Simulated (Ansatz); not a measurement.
Cell and atoms of amorphous In$_{9}$Ga$_{9}$Zn$_{9}$O$_{36}$H:

```xyz
64
Lattice="9.1165 0.0905 -0.0435 0.0905 9.6560 0.0729 -0.0435 0.0729 9.4061" Properties=species:S:1:pos:R:3 pbc="T T T"
In     3.2108     1.5259     8.7800
In     7.7596     5.1866     7.4049
In     0.8547     7.3673     3.5803
In     1.8258     0.7045     5.0911
In     2.1947     5.3848     7.7724
In     8.9586     4.1870     1.0405
In     4.6030     0.8089     2.3680
In     2.7235     7.6758     0.8903
In     6.2693     2.7758     0.1152
Ga     1.3558     1.4392     2.1480
Ga     7.8409     1.3641     4.8706
Ga     7.1405     6.0607     2.7208
Ga     5.3520     6.2295     9.2383
Ga     4.1118     6.3201     4.2346
Ga     3.3615     3.7388     5.0635
Ga     5.0698     1.1126     6.2661
Ga     0.1845     4.0561     4.6099
Ga     6.4874     7.8910     5.0285
Zn     0.6169     2.7521     7.2454
Zn     8.6760     0.8845     8.9345
Zn     3.3293     4.1712     1.6866
Zn     8.5416     7.4066     0.3090
Zn     7.7158     9.6688     2.4650
Zn     3.7359     8.0701     6.8780
Zn     6.0079     3.4264     3.6843
Zn     0.5759     8.3294     7.0497
Zn     5.9223     9.2541     9.0555
O      4.1615     9.2580     0.7759
O      6.0515     6.0501     4.2074
O      2.7241     0.6976     3.1820
O      9.0013     5.4961     3.2581
O      1.3949     8.2917     5.3478
O      2.8644     6.8886     2.9488
O      0.3702     4.6848     6.4047
O      2.2026     7.5039     8.0564
O      6.3342     1.4044     3.2636
O      7.5553     7.1229     6.4380
O      0.1064     5.6412     9.0166
O      3.2906     0.4694     6.6867
O      3.6209     5.6633     0.3337
O      7.0420     0.6762     0.6793
O      7.6932     7.9852     3.5006
O      0.0900     1.1130     6.3303
O      8.3353     8.7743     8.2779
O      7.6875     3.2477     4.8372
O      5.9990     4.7083     8.3487
O      5.2743     7.6993     8.1162
O      0.7414     8.0000     1.5822
O      0.0107     0.8765     3.4180
O      2.3643     3.2834     7.8949
O      1.4189     0.8728     0.3560
O      1.5197     3.3038     1.9279
O      1.7077     2.9451     4.7764
O      8.2964     2.9644     8.7510
O      5.3237     1.4425     8.0911
O      6.9884     4.1478     1.8868
O      3.2626     5.4500     5.8152
O      4.6028     7.9950     5.1028
O      6.5761     0.1402     5.6526
O      4.1601     4.3941     3.4404
O      6.7221     6.8317     1.0461
O      4.7920     2.6197     5.2933
O      4.3262     2.5178     1.0263
H      7.4947     7.7994     7.1795
```

Calculation: PBE, scalar-relativistic without spin-orbit coupling (plane waves to 420 eV, PAW; Ansatz, a first-principles code). The usual formal charges leave 1 electrons over, so the level spacing at the Fermi energy parts defect or band states and needn't be the band gap.

The cell was made by melting and quenching with the CHGNet potential and then relaxed with DFT. O atoms were pushed apart under 1.9 Å during the dynamics, to hinder bonds among them. The hot cell started wider than the set density and was brought back towards it in steps. It is the lowest in DFT energy of 2 quenches. It is a model cell: composition and starting density were chosen by hand, and all elements were melted together. No dispersion term was used. Its density started from a set value of 5.87 and ended at 5.67 g/cm³. The simulated quench (nominally 350 K/ps over its main leg) is rapid and tends to freeze in more defects than a deposited or slowly cooled glass has. One small periodic cell is one sample of the glass; other quenches scatter about these values. Volume and shape were free in the relaxation.

Bonds are counted up to In-In 3.12 Å, In-Ga 2.90 Å, In-Zn 2.90 Å, In-O 2.78 Å, In-H 2.08 Å, Ga-Ga 2.68 Å, Ga-Zn 2.68 Å, Ga-O 2.36 Å, Ga-H 1.84 Å, Zn-Zn 2.68 Å, Zn-O 2.34 Å, Zn-H 1.84 Å, O-O 1.58 Å, O-H 1.16 Å, H-H 0.90 Å. Two cations that share two anions don't count as bonded, nor two that share one unless they lie closer than In-In 3.04 Å, In-Ga 2.82 Å, In-Zn 2.82 Å, Ga-Ga 2.61 Å, Ga-Zn 2.61 Å, Zn-Zn 2.61 Å.

### Question
Give the coordination numbers, mean bond lengths and angles.

### Answer

| Quantity | Value |
|---|---|
| Mean coordination of In by anions | 5.33 (1 with 4, 4 with 5, 4 with 6) |
| Mean coordination of Ga by anions | 4.44 (5 with 4, 4 with 5) |
| Mean coordination of Zn by anions | 4.00 (1 with 3, 7 with 4, 1 with 5) |
| Mean coordination of O | 3.47 (20 with 3, 15 with 4, 1 with 5) |
| Mean coordination of H | 1.00 (1 with 1) |
| Mean In-O bond | 2.221 Å (spread 0.137 Å, 48 counted) |
| Mean Ga-O bond | 1.936 Å (spread 0.086 Å, 40 counted) |
| Mean Zn-O bond | 2.026 Å (spread 0.077 Å, 36 counted) |
| Bond angle at In | mean 105.0°, spread 28.8° |
| Bond angle at Ga | mean 107.8°, spread 21.0° |
| Bond angle at Zn | mean 108.7°, spread 20.7° |
| Bond angle at O | mean 111.2°, spread 16.2° |

### Question
List the pairs of like atoms that count as bonded by the rules above.

### Answer
There are none by these rules.

### Question
What Bader charges do the atoms carry, from a run on the zone centre alone?

### Answer
Means (range): In +1.79 e (+1.72 to +1.84), Ga +1.82 e (+1.78 to +1.85), Zn +1.23 e (+1.19 to +1.29), O -1.22 e (-1.28 to -1.18), H +0.61 e (+0.61 to +0.61).
```tsv
atom	charge (e)
In1	+1.81
In2	+1.77
In3	+1.81
In4	+1.84
In5	+1.80
In6	+1.72
In7	+1.73
In8	+1.79
In9	+1.83
Ga10	+1.79
Ga11	+1.83
Ga12	+1.80
Ga13	+1.78
Ga14	+1.84
Ga15	+1.81
Ga16	+1.81
Ga17	+1.81
Ga18	+1.85
Zn19	+1.19
Zn20	+1.23
Zn21	+1.26
Zn22	+1.19
Zn23	+1.20
Zn24	+1.25
Zn25	+1.29
Zn26	+1.22
Zn27	+1.25
O28	-1.20
O29	-1.25
O30	-1.23
O31	-1.24
O32	-1.19
O33	-1.24
O34	-1.21
O35	-1.18
O36	-1.20
O37	-1.24
O38	-1.22
O39	-1.23
O40	-1.23
O41	-1.21
O42	-1.24
O43	-1.22
O44	-1.20
O45	-1.24
O46	-1.19
O47	-1.22
O48	-1.19
O49	-1.28
O50	-1.21
O51	-1.21
O52	-1.21
O53	-1.24
O54	-1.23
O55	-1.24
O56	-1.22
O57	-1.26
O58	-1.23
O59	-1.22
O60	-1.24
O61	-1.24
O62	-1.26
O63	-1.23
H64	+0.61
```
